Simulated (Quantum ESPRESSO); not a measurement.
# Short convergence ladders for Cs (Im-3m, 1 atom in the cell)

```
CELL_PARAMETERS angstrom
     -3.03475     3.03475     3.03475
      3.03475    -3.03475     3.03475
      3.03475     3.03475    -3.03475
ATOMIC_POSITIONS crystal
  Cs 0.00000 0.00000 0.00000
```

Base method: PBEsol, PseudoDojo standard norm-conserving (PBESOL) pseudopotentials (plane waves; Quantum ESPRESSO).

Base settings: ecutwfc = 50 Ry; occupations = smearing; smearing = gauss; degauss = 0.0073499 Ry; potentials = {Cs: Cs.upf}; K_POINTS = automatic 8 8 8 0 0 0; conv_thr = 1e-09 Ry.

The count of work is k-points × plane waves × bands × iterations; it is no time. 

**The k-point mesh at a smearing width of 0.02 eV**

In this ladder: degauss = 0.00147 Ry.

Only quantities that move along the ladder and can be compared are tabulated.

| K_POINTS | free energy less the last step's (meV/atom) | pressure (GPa) | count of work / last |
|---|---|---|---|
| automatic 3 3 3 0 0 0 | -75.04 | -0.14 | 0.021 |
| automatic 4 4 4 0 0 0 | 63.04 | -0.04 | 0.041 |
| automatic 5 5 5 0 0 0 | -3.18 | -0.08 | 0.051 |
| automatic 6 6 6 0 0 0 | 17.35 | -0.05 | 0.082 |
| automatic 7 7 7 0 0 0 | -1.84 | -0.05 | 0.10 |
| automatic 10 10 10 0 0 0 | 4.54 | -0.06 | 0.24 |
| automatic 15 15 15 0 0 0 | -0.74 | -0.06 | 0.62 |
| automatic 18 18 18 0 0 0 | 0.00 | -0.06 | 1.0 |

Coarsest K_POINTS that holds the free energy within 2 meV/atom of the last step, with all finer ones: automatic 15 15 15 0 0 0; the step before is off by 4.5 meV/atom.

Coarsest K_POINTS that holds the pressure within 0.05 GPa of the last step, with all finer ones: automatic 4 4 4 0 0 0, at 0.041 of the last step's count of work; the step before is off by 0.08 GPa.

**The width of Gaussian smearing**

In this ladder: K_POINTS = automatic 13 13 13 0 0 0.

Narrow widths need finer meshes than wide ones, so the last steps can hold mesh noise.

Only quantities that move along the ladder and can be compared are tabulated; pressure and forces are left out, as mesh noise rules them at narrow widths.

| degauss | free energy less the last step's (meV/atom) | energy extrapolated to zero width less the last step's (meV/atom) |
|---|---|---|
| 0.073499 Ry | -283.70 | -9.63 |
| 0.036749 Ry | -71.83 | -2.72 |
| 0.02205 Ry | -24.72 | -0.20 |
| 0.0147 Ry | -9.22 | 0.39 |
| 0.0073499 Ry | 0.00 | 0.00 |

Widest degauss that holds the free energy within 5 meV/atom: not settled: the last two steps still differ by 9.2 meV/atom, over half the tolerance, so the ladder does not show it.

Widest degauss that holds the energy extrapolated to zero width within 1 meV/atom of the last step, with all finer ones: 0.02205 Ry; the step before is off by 2.7 meV/atom.

The extrapolation to zero width removes most of the smearing's effect on the energy.

**The SCF threshold**

The mesh stays at the base's, so the ladder's end is converged at best in this setting alone.

Only quantities that move along the ladder and can be compared are tabulated.

```tsv
conv_thr	free energy less the last step's (meV/atom)	pressure (GPa)	count of work / last
0.0073 Ry	5.80	-1.89	0.11
0.00073 Ry	0.15	0.15	0.22
7.3e-05 Ry	0.15	0.15	0.22
7.3e-07 Ry	0.00	-0.07	0.44
7.3e-09 Ry	0.00	-0.05	0.56
1e-09 Ry	0.00	-0.06	0.67
7.3e-12 Ry	0.00	-0.06	0.89
7.3e-14 Ry	0.00	-0.06	1.0
```

Coarsest conv_thr that holds the free energy within 2 meV/atom of the last step, with all finer ones: 0.00073 Ry, at 0.22 of the last step's count of work; the step before is off by 5.8 meV/atom.

Coarsest conv_thr that holds the pressure within 0.05 GPa of the last step, with all finer ones: 7.3e-07 Ry, at 0.44 of the last step's count of work; the step before is off by 0.21 GPa.

Two neighbours can agree and both be off: 0.00073 Ry and 7.3e-05 Ry differ by 0.00 GPa in the pressure, yet lie about 0.21 GPa from the last step.

On the base run: the starting cell has typed, rounded lattice constants, without a prior relaxation at this level. Its lattice was rescaled by up to half a per cent.

Left out of this page: 2 runs of the series outside the window shown, repeating another row's setting, or not comparable.
